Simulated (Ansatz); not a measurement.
Electronic density of states of amorphous Sb$_{22}$Se$_{33}$, density 5.70 g/cm³, on a 2×2×2 Γ-centred mesh with a Gaussian width of 0.1 eV; energies count from the Fermi level, whose place inside the gap is arbitrary. Cell and mesh are small, so fine structure isn't converged. The numbers are results of PBE-D3(BJ), scalar-relativistic without spin-orbit coupling, PAW (Ansatz default set, large-core Se) (plane waves to 420 eV; Ansatz, an electronic-structure program), not measurements. Sampling: a 2×2×2 Γ-centred mesh; Fermi-Dirac width 0.05 eV; no spin polarisation.

It comes from a melt-quench run on a machine-learned potential (CHGNet), relaxed afterwards by DFT. The hot cell started wider than the set density and was brought back towards it in steps. It is the lowest in DFT energy of 3 quenches. It is a model cell: composition and starting density were chosen by hand, and all elements were melted together. The geometry includes D3(BJ) dispersion. Its density started from a set value of 5.25 and ended at 5.70 g/cm³. Cooling (nominally 79 K/ps over its main leg) ran many orders faster than in experiment, which tends to leave more defects and strain. A cell of this size samples the disorder only roughly. Volume and shape were free in the relaxation. On a 2×2×2 Γ-centred mesh force components of up to 0.41 eV/Å stay, since the relaxation ran on one k-point at (1/4, 1/4, 1/4).

(E - EF (eV), states/(eV atom)): (-12.00, 0.00); (-11.90, 0.00); (-11.80, 0.00); (-11.70, 0.00); (-11.60, 0.00); (-11.50, 0.00); (-11.40, 0.00); (-11.30, 0.00); (-11.20, 0.00); (-11.10, 0.00); (-11.00, 0.00); (-10.90, 0.00); (-10.80, 0.00); (-10.70, 0.00); (-10.60, 0.00); (-10.50, 0.00); (-10.40, 0.00); (-10.30, 0.00); (-10.20, 0.01); (-10.10, 0.09); (-10.00, 0.25); (-9.90, 0.35); (-9.80, 0.35); (-9.70, 0.40); (-9.60, 0.50); (-9.50, 0.51); (-9.40, 0.51); (-9.30, 0.50); (-9.20, 0.42); (-9.10, 0.41); (-9.00, 0.38); (-8.90, 0.35); (-8.80, 0.39); (-8.70, 0.41); (-8.60, 0.30); (-8.50, 0.25); (-8.40, 0.32); (-8.30, 0.37); (-8.20, 0.31); (-8.10, 0.20); (-8.00, 0.17); (-7.90, 0.14); (-7.80, 0.09); (-7.70, 0.02); (-7.60, 0.00); (-7.50, 0.00); (-7.40, 0.00); (-7.30, 0.00); (-7.20, 0.00); (-7.10, 0.00); (-7.00, 0.00); (-6.90, 0.00); (-6.80, 0.00); (-6.70, 0.00); (-6.60, 0.00); (-6.50, 0.00); (-6.40, 0.00); (-6.30, 0.00); (-6.20, 0.00); (-6.10, 0.00); (-6.00, 0.00); (-5.90, 0.00); (-5.80, 0.00); (-5.70, 0.08); (-5.60, 0.27); (-5.50, 0.36); (-5.40, 0.50); (-5.30, 0.54); (-5.20, 0.52); (-5.10, 0.55); (-5.00, 0.60); (-4.90, 0.65); (-4.80, 0.59); (-4.70, 0.56); (-4.60, 0.60); (-4.50, 0.63); (-4.40, 0.72); (-4.30, 0.75); (-4.20, 0.67); (-4.10, 0.66); (-4.00, 0.68); (-3.90, 0.75); (-3.80, 0.72); (-3.70, 0.70); (-3.60, 0.70); (-3.50, 0.74); (-3.40, 0.71); (-3.30, 0.67); (-3.20, 0.68); (-3.10, 0.66); (-3.00, 0.73); (-2.90, 0.72); (-2.80, 0.72); (-2.70, 0.78); (-2.60, 0.80); (-2.50, 0.74); (-2.40, 0.72); (-2.30, 0.75); (-2.20, 0.72); (-2.10, 0.70); (-2.00, 0.67); (-1.90, 0.74); (-1.80, 0.81); (-1.70, 0.84); (-1.60, 0.82); (-1.50, 0.87); (-1.40, 0.93); (-1.30, 0.85); (-1.20, 0.85); (-1.10, 0.85); (-1.00, 0.84); (-0.90, 0.81); (-0.80, 0.77); (-0.70, 0.59); (-0.60, 0.46); (-0.50, 0.40); (-0.40, 0.21); (-0.30, 0.04); (-0.20, 0.00); (-0.10, 0.00); (0.00, 0.00); (0.10, 0.00); (0.20, 0.00); (0.30, 0.04); (0.40, 0.15); (0.50, 0.32); (0.60, 0.41); (0.70, 0.43); (0.80, 0.49); (0.90, 0.49); (1.00, 0.48); (1.10, 0.57); (1.20, 0.58); (1.30, 0.50); (1.40, 0.58); (1.50, 0.61); (1.60, 0.66); (1.70, 0.73); (1.80, 0.71); (1.90, 0.71); (2.00, 0.72); (2.10, 0.69); (2.20, 0.73); (2.30, 0.77); (2.40, 0.80); (2.50, 0.80)

The gap on this mesh is 0.71 eV; the broadening fills part of it in the curve.
